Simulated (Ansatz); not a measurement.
Given:

End structure of a constructed model of the (111) surface of fcc Au, a layer of Al in place of the second plane (bottom of the slab: a bare face, its two planes held):

```xyz
6
Lattice="2.9396 0.0000 0.0000 -1.4698 2.5458 0.0000 0.0000 0.0000 28.0000" Properties=species:S:1:pos:R:3 pbc="T T T"
Au     0.0000     1.6972     8.0896
Au     1.4698     0.8486    10.4897
Au     0.0000     0.0000    12.8940
Au     0.0000     1.6972    15.3428
Al     1.4698     0.8486    17.3994
Au     0.0000     0.0000    19.4656
```

Set-up: 6 atoms, 11.8 Å thick at the start; mesh 15x15x1; 0.1 eV smearing; dipole correction on; 2 atoms held, the rest relaxed; symmetry of the start imposed; no spin, no spin-orbit, no U. It is one candidate, not shown to be the stable structure of the face.

**Question.** Estimate the work function of the top face that Ansatz (a quantum-chemistry and plane-wave program) with PBE returns for this input.

**Answer.** 4.81 eV
